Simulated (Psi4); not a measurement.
Psi4 1.11, BP86/def2-svp: In(Me)(Et) (C[CH2][In+][CH3]), charge +1, multiplicity 1, 12 atoms. The geometry is a generated start, not checked to be a minimum at this level.

```yaml
task: energy
method: bp86
basis: def2-svp
memory: 3 GB
maxiter: 100
keys_of_the_molecule_block: symmetry c1
scf_type: df (default)
guess: auto, which took SAD (default)
scf_initial_accelerator: adiis (default)
e_convergence: 1e-06 (default)
d_convergence: 1e-06 (default)
dft_radial_points: 75 (default)
dft_spherical_points: 302 (default)
effective_core_potentials: those of the basis set, past Kr
basis_functions: 108
grid_points: 259222
```

```xyz
12

In    -0.3172     0.3369     0.8023
C     -1.3020     2.1013     1.9368
H     -1.7469     1.6890     2.8415
H     -2.0509     2.5139     1.2628
H     -0.5107     2.8162     2.1590
C      0.6396    -1.4788    -0.4124
C      0.9071    -1.0636    -1.8282
H     -0.1198    -2.2576    -0.3156
H      1.5412    -1.7149     0.1574
H      1.6409    -0.2556    -1.8877
H     -0.0058    -0.7679    -2.3503
H      1.3246    -1.9189    -2.3654
```

Charge 1 and multiplicity 1 are set for this test and not shown to be the ground state.

One run each on 2 threads. Values of diis_max_vecs tried: 3, 6, 10 (default), 20.

Q: Which value of diis_max_vecs needs the fewest SCF iterations, and what happens away from it?

A: Fewest SCF iterations, within one of each other: 6 with 10, 10 (default) with 10, 20 with 10. The count rises to 19 at 3. All converge to one solution.

```
diis_max_vecs  SCF iterations            end
-------------  --------------  -------------
3                          19  same solution
6                          10  same solution
10 (default)               10  same solution
20                         10  same solution
```
